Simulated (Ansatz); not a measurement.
Defect migration in wurtzite CdSe: Cd vacancy, charge state -2. These are PBE, PAW (plane waves to 420 eV; Ansatz, an electronic-structure program) values and carry that method's errors.

Settings: 72 host sites, the relaxed PBE lattice, one k-point at (0.125, 0.250, 0.250), smearing 0.01 eV, spin-restricted, no image-charge correction. Static, classical nuclei. The charge state is imposed; whether it is stable for some Fermi level was not computed. Forms of the defect that were not tried may lie lower.

Barriers: single points on a 2×2×2 k-point mesh shifted by half a step along c at the bands' geometries.

A. a nearby Cd atom hops onto the vacant site; the atom moves 4.10 Å along (0.31, 0.62, 0.47) of the unit cell; the moving atom starts with neighbours Se at 2.62, Se at 2.71, 2 Se at 2.73 Å and ends with Se at 2.62, 3 Se at 2.72 Å; saddle order not checked, on a symmetry element.
B. a nearby Cd atom hops onto the vacant site; the atom moves 4.16 Å along (0.00, 0.95, 0.00) of the unit cell; the moving atom starts with neighbours Se at 2.62, Se at 2.70, Se at 2.73, Se at 2.74 Å and ends with Se at 2.62, Se at 2.71, Se at 2.72, Se at 2.73 Å; saddle order not checked.

A band can be held on a symmetry element, so unchecked saddle points there may be too high.

**Question.** Rank these by forward barrier (lowest first), as PBE, PAW gives it.

**Answer.** A (0.81 eV), B (0.98 eV)
